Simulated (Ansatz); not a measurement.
Consider the following.

End structure of the (110) surface of germanium (in the relaxation like top atoms buckled by 0.6 Å), B on one of 2 atoms of the third shell, Cl on every dangling bond (bottom of the slab: built like the top, H on every dangling bond, free):

```xyz
18
Lattice="4.0729 0.0000 0.0000 0.0000 5.7600 0.0000 0.0000 0.0000 32.0000" Properties=species:S:1:pos:R:3 pbc="T T T"
Ge     0.0000     0.0078     9.4884
Ge     2.0365     4.3699     9.4903
Ge     2.0365     2.9108    11.4875
Ge     0.0000     1.4559    11.4937
Ge     0.0000     0.0384    13.5346
Ge     2.0365     4.3013    13.5571
Ge     2.0365     2.8800    15.6244
Ge     0.0000     1.4400    15.6244
B      0.0000     0.0957    17.2791
Ge     2.0365     4.7725    17.3706
Ge     2.0365     2.9380    19.1677
Ge     0.0000     1.4151    18.9374
Ge     0.0000     0.0519    21.0041
Ge     2.0365     4.3525    21.2337
H      0.0000     0.8915     8.2054
H      2.0365     3.4938     8.2023
Cl     0.0000     1.2483    22.8111
Cl     2.0365     3.8955    23.3614
```

Model: 18-atom slab, 15.5 Å thick at the start with caps and adatoms, 7x5x1 mesh, Fermi-Dirac 0.025 eV, dipole correction, 2 atoms held, the rest relaxed; symmetry of the start imposed; spin-polarised, no spin-orbit, no U. The slab shows no gap on its mesh. The starting moment vanished. In PBE it lies 0.21 eV a 1x1 cell over the lowest computed structure of the same composition (B on one of 2 atoms under the surface, Cl on every dangling bond).

Estimate the work function of the top face that PBE in Ansatz (a quantum-chemistry and plane-wave program) returns for this input.

6.47 eV
